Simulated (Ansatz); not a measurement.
Reference: SrTiO₃ (Pm-3m), PBEsol, rigid bands (plane waves, PAW, scalar-relativistic; Ansatz, a program for electronic structure); axes and stresses refer to this cell.

```yaml
crystal:
  lattice:
    - [3.89113, 0.00000, 0.00000]
    - [0.00000, 3.89113, 0.00000]
    - [0.00000, 0.00000, 3.89113]
  atoms:
    - { symbol: Sr, position: [0.00000, 0.00000, 0.00000] }
    - { symbol: Ti, position: [0.50000, 0.50000, 0.50000] }
    - { symbol: O, position: [0.50000, 0.00000, 0.50000] }
    - { symbol: O, position: [0.00000, 0.50000, 0.50000] }
    - { symbol: O, position: [0.50000, 0.50000, 0.00000] }
```

The hole conductivity mass is 1.81 mₑ. The Seebeck coefficient, p-type 1e19 cm⁻³ is 513 μV/K and the electron conductivity mass comes out as 0.62 mₑ.

Question: Change: functional PBE, cell relaxed with it. What happens to hole conductivity mass, Seebeck coefficient, p-type 1e19 cm⁻³, electron conductivity mass?

Answer: hole conductivity mass increases to 1.92 mₑ; Seebeck coefficient, p-type 1e19 cm⁻³ moves little, to 522 μV/K; electron conductivity mass increases to 0.67 mₑ.

Question: Change: functional r2SCAN on the same cell. What happens to hole conductivity mass, Seebeck coefficient, p-type 1e19 cm⁻³, electron conductivity mass?

Answer: hole conductivity mass moves little, to 1.79 mₑ; Seebeck coefficient, p-type 1e19 cm⁻³ moves little, to 516 μV/K; electron conductivity mass grows to 0.68 mₑ.

Masses are for dilute carriers at 300 K, harmonic means over directions unless an axis is named. Seebeck coefficients are for the stated density at 300 K, with one relaxation time for all states and whether or not that doping can be reached. Spin-orbit coupling is left out unless a row names it.
